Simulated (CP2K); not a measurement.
Input and output of a self-consistent single point for K₂SnHgTe₄ (I-42m, 8 atoms in the cell) (CP2K).

Method: PBEsol, GPW, DZVP-MOLOPT-SR-GTH basis, GTH-PBE potentials (GTH_POTENTIALS) run with CP2K 2026.2.

```xyz
8
Lattice="7.2500 0.0000 0.0000 -3.4000 6.4034 0.0000 -1.9250 -3.2017 6.2134" Properties=species:S:1:pos:R:3 pbc="T T T"
K      2.6625    -1.6008     3.1067
K     -2.6625     1.6008     3.1067
Sn     0.0000     0.0000     0.0000
Hg     1.9250     3.2017     0.0000
Te     1.0668     6.0035     0.0000
Te    -1.0094    -1.6788     4.0341
Te     4.8021     3.7576     0.0000
Te     0.9156     1.5228     2.1793
```

Reference input (self-consistent single point, DFT LDA (Pade form), GPW, DZVP-MOLOPT-SR-GTH basis, GTH-PADE potentials (GTH_POTENTIALS)): CUTOFF = 500 Ry; REL_CUTOFF = 50 Ry; KPOINTS/SCHEME = MONKHORST-PACK 3 3 3; XC_FUNCTIONAL = PADE; K/BASIS_SET = DZVP-MOLOPT-SR-GTH; K/POTENTIAL = GTH-PADE-q9; Sn/BASIS_SET = DZVP-MOLOPT-SR-GTH; Sn/POTENTIAL = GTH-PADE-q4; Hg/BASIS_SET = DZVP-MOLOPT-SR-GTH; Hg/POTENTIAL = GTH-PADE-q12; Te/BASIS_SET = DZVP-MOLOPT-SR-GTH; Te/POTENTIAL = GTH-PADE-q6. This run's input differs from it in these lines:

```diff
@@ -39,3 +39,6 @@
     &XC
-      &XC_FUNCTIONAL PADE
+      &XC_FUNCTIONAL
+        &PBE
+          PARAMETRIZATION PBESOL
+        &END PBE
       &END XC_FUNCTIONAL
@@ -76,3 +79,3 @@
       BASIS_SET DZVP-MOLOPT-SR-GTH
-      POTENTIAL GTH-PADE-q9
+      POTENTIAL GTH-PBE-q9
     &END KIND
@@ -80,3 +83,3 @@
       BASIS_SET DZVP-MOLOPT-SR-GTH
-      POTENTIAL GTH-PADE-q4
+      POTENTIAL GTH-PBE-q4
     &END KIND
@@ -84,3 +87,3 @@
       BASIS_SET DZVP-MOLOPT-SR-GTH
-      POTENTIAL GTH-PADE-q12
+      POTENTIAL GTH-PBE-q12
     &END KIND
@@ -88,3 +91,3 @@
       BASIS_SET DZVP-MOLOPT-SR-GTH
-      POTENTIAL GTH-PADE-q6
+      POTENTIAL GTH-PBE-q6
     &END KIND
```

Output, abridged:

```
 SCF WAVEFUNCTION OPTIMIZATION

  Step     Update method      Time    Convergence         Total energy    Change
     1 NoMix/Diag. 0.30E+00      -     1.04039717      -133.8716057860 -1.34E+02
     2 Broy./Diag. 0.30E+00      -     0.03869607      -134.3521253436 -4.81E-01
     3 Broy./Diag. 0.30E+00      -     0.08636029      -133.8664240381  4.86E-01
     4 Broy./Diag. 0.30E+00      -     0.01448614      -133.6394203511  2.27E-01
     5 Broy./Diag. 0.30E+00      -     0.00795239      -133.6638986938 -2.45E-02
     6 Broy./Diag. 0.30E+00      -     0.00178554      -133.6659479394 -2.05E-03
   [... 3 lines left out ...]
    10 Broy./Diag. 0.30E+00      -     0.00005105      -133.6469799529 -6.55E-04
    11 Broy./Diag. 0.30E+00      -     0.00000815      -133.6468487066  1.31E-04
    12 Broy./Diag. 0.30E+00      -     0.00001782      -133.6467333425  1.15E-04
    13 Broy./Diag. 0.30E+00      -     0.00000038      -133.6467366211 -3.28E-06
  *** SCF run converged in    13 steps ***

  Overlap energy of the core charge distribution:               0.00000000391136
  Self energy of the core charge distribution:               -263.62114930957819
  Core Hamiltonian energy:                                     64.55397563438318
  Hartree energy:                                              88.00023399782246
  Exchange-correlation energy:                                -22.57979694766518

  Total energy:                                              -133.64673662112639

 ENERGY| Total FORCE_EVAL ( QS ) energy [hartree]           -133.646738946450569

 FORCES| Atomic forces [hartree/bohr]
 FORCES|   Atom     x               y               z               |f|
 FORCES|      1  8.81589100E-09  1.15980811E-08 -1.08203615E-09   1.46084298E-08
   [... lines left out ...]

 STRESS| Analytical stress tensor [bar]
 STRESS|                        x                   y                   z
 STRESS|      x       -6.67611446888E+03  -1.75224329381E+01  -7.83556899757E-03
 STRESS|      y       -1.75224329381E+01  -6.69469332549E+03  -2.01839993014E-02
 STRESS|      z       -7.83556899757E-03  -2.01839993014E-02  -6.66580088860E+03
 STRESS| 1/3 Trace                                            -6.67886956099E+03
```

The run converged in 13 iterations. Against the reference run the pressure goes from -2.66 to -0.67 GPa, the largest force goes from 0.292 to 0.128 eV/Å and the gap on the mesh goes from 0.995 to 1.038 eV.

The starting cell comes from a database of computed structures (which also holds hypothetical and non-ambient phases and stackings), without a prior relaxation at this level. Spin-orbit coupling is off. Values carry the incompleteness of an atom-centred basis. The potentials were made for another functional than the one used.

Cost on one core of a shared machine: roughly 90 s.
